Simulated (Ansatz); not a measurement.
Take MgTe in the wurtzite structure (space group P6_3mc, No. 186; a = 4.5614 Å, c = 7.4119 Å) as the base. Axes: x lies along a and z along c of the hexagonal cell.

The values are results of PBEsol (Ansatz, a first-principles code, PAW, no spin-orbit coupling), not measurements.

Base values:

| Item | Value |
|---|---|
| Pressure | -0.1 kbar |
| Band gap | 2.39 eV |
| Gap character | direct at Γ |

Now apply this change: the cell is compressed by 0.60 % along x with no lateral relaxation, atoms relaxed at fixed cell.

**Question.** Predict the new pressure, band gap and gap character.

**Answer.** The pressure (mean of the normal stresses, compression positive) goes up by 2.2 kbar (-0.1 kbar → 2.1 kbar); the band gap rises by 0.026 eV, from 2.39 eV to 2.41 eV; the gap character is still direct at Γ.

With Te present, leaving out spin-orbit coupling can change the band edges. The cells carry an imposed strain or load. Stability against distortions was not tested. k-point labels follow each cell's own Brillouin zone.
